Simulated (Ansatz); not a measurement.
Start from W in the bcc (W type) structure (space group Im-3m, No. 229; a = 3.154 Å; relaxed with 0.1 eV smearing). Axes: x, y, z lie along the cube axes.

Modification: uniaxial stress, 5 GPa tension along x; all other stress components relax to zero.

Levels (all Ansatz, an electronic-structure program, PAW, earlier PAW set): PBEsol (420 eV, no spin-orbit coupling); PBEsol+SOC (420 eV, with spin-orbit coupling).

The geometry is relaxed with PBEsol.

- PBEsol pressure: -1.7 GPa

Question: How does going to PBEsol+SOC change the pressure?

Answer: The pressure rises by 0.5 GPa, from -1.7 GPa to -1.2 GPa.

Single points use the geometry relaxed with PBEsol. The spin-orbit shifts are approximate. Load acts through the strain it causes; cell and atoms are relaxed under it. Stability under load was not tested beyond the relaxation. The runs without spin-orbit coupling are not spin-polarised.
